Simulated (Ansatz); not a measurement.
Worked example: self-consistent single point of HgTe (R3m, 2 atoms in the cell) in Ansatz (an electronic-structure program).

Method: PBEsol, default PAW files made with PBE (plane waves; Ansatz).

The change in words: lattice scaled by 0.98; basis.ecutwfc: 420 eV → 230 eV. Reference geometry:
```yaml
crystal:
  lattice:
    - [0.00000, 3.21385, 3.21385]
    - [3.21385, 0.00000, 3.21385]
    - [3.21385, 3.21385, 0.00000]
  atoms:
    - { symbol: Hg, position: [0.00449, 0.00449, 0.00449] }
    - { symbol: Te, position: [0.25000, 0.25000, 0.25000] }
```

Reference input (self-consistent single point, DFT, PBEsol, plane waves, default PAW files made with PBE): basis.ecutwfc = 420 eV; kpoints.mp_grid.grid = 7 7 7; hamiltonian.xc = pbesol; hamiltonian.pseudopotentials = {kind: paw} (the program's default PAW files); scf.occupations.method = fermi_dirac; scf.occupations.width = 0.01 eV. This run's input differs from it in these lines:

Ansatz 0.2 input:
```diff
@@ -3,5 +3,5 @@
   lattice:
-    - [0.00000000, 3.21385000, 3.21385000]
-    - [3.21385000, 0.00000000, 3.21385000]
-    - [3.21385000, 3.21385000, 0.00000000]
+    - [0.00000000, 3.14957300, 3.14957300]
+    - [3.14957300, 0.00000000, 3.14957300]
+    - [3.14957300, 3.14957300, 0.00000000]
   atoms:
@@ -10,3 +10,3 @@
 basis:
-  ecutwfc: 420.0
+  ecutwfc: 230.0
 kpoints:
```

Output, abridged:

```
SCF iter   1: F=—  HF=-20564.547755 eV  |F-HF|=—  |Δ(HF+E_count)|=         —  Δρ=4.10e-2  dr2=5.16e-1  ethr=1.77e-3  ⟨swp⟩=6.0  Hψ=4275  notcnv=0
all-band conjugate gradients solve this SCF's bands
preconditioner: auto → none
SCF iter   2: F=—  HF=-20564.263516 eV  |F-HF|=—  |Δ(HF+E_count)|=   2.84e-1  Δρ=1.24e-2  dr2=4.91e-2  ethr=1.43e-3  ⟨swp⟩=2.0  Hψ=2244  notcnv=0
SCF iter   3: F=—  HF=-20564.248488 eV  |F-HF|=—  |Δ(HF+E_count)|=   1.50e-2  Δρ=5.90e-3  dr2=7.83e-3  ethr=1.36e-4  ⟨swp⟩=2.0  Hψ=1482  notcnv=0
SCF iter   4: F=—  HF=-20564.247097 eV  |F-HF|=—  |Δ(HF+E_count)|=   1.39e-3  Δρ=1.20e-3  dr2=9.54e-4  ethr=2.17e-5  ⟨swp⟩=2.0  Hψ=2238  notcnv=0
SCF iter   5: F=—  HF=-20564.246900 eV  |F-HF|=—  |Δ(HF+E_count)|=   1.97e-4  Δρ=2.49e-4  dr2=2.78e-5  ethr=2.65e-6  ⟨swp⟩=2.1  Hψ=1529  notcnv=0
SCF iter   6: F=—  HF=-20564.246894 eV  |F-HF|=—  |Δ(HF+E_count)|=   5.72e-6  Δρ=1.86e-5  dr2=1.88e-7  ethr=7.71e-8  ⟨swp⟩=2.5  Hψ=1547  notcnv=0
SCF iter   7: F=-20564.246894 eV  HF=-20564.246894 eV  |F-HF|=3.54e-8  |Δ(HF+E_count)|=   8.83e-9  Δρ=6.68e-6  dr2=4.60e-8  ethr=2.78e-10  ⟨swp⟩=4.0  Hψ=3129  notcnv=0
SCF 1 converged in 7 iterations: F = -20564.246894 eV  dr2 = 4.60e-8
Free energy (F): -20564.246894 eV
Internal energy: -20564.246807 eV  (E = F + TS)
E sigma→0 (E₀):  -20564.246851 eV
Entropy (-TS):   -0.000087 eV (-0.044 meV/atom)
Fermi energy:    9.843513 eV
--- Forces (eV/Å), atoms counted from 1 ---
  atom   1  Hg    -0.14163983    -0.14163983    -0.14163983
  atom   2  Te     0.14155187     0.14155187     0.14155187
--- Stress (GPa, compression-positive) ---
        4.749148       0.629431       0.629431
        0.629431       4.749148       0.629431
        0.629431       0.629431       4.749148
  P = ⅓ Tr σ = 4.7491 GPa (47.491 kbar)
  The stress holds the Pulay correction. Without it, at fixed plane waves, as pw.x and ABINIT print it: P = -83.4025 GPa
```

The run converged in 7 iterations. Against the reference run the free energy rises by 2.77 eV/atom, the pressure goes from 1.84 to 4.75 GPa and the largest force goes from 0.226 to 0.245 eV/Å.

The starting cell has typed, rounded lattice constants, without a prior relaxation at this level. Its lattice was rescaled by up to half a per cent. One atom was moved a little off its site on purpose. For this run, on top of that: lattice scaled by 0.98. Ansatz's pressure includes its estimate of the finite-basis (Pulay) stress. Without the estimate this run gives -83.40 GPa. The cutoff lies below the one recommended for these files. The run gives no clean gap (levels at the Fermi energy touch, overlap or are partly filled at this smearing), which alone does not show that the compound is a metal.
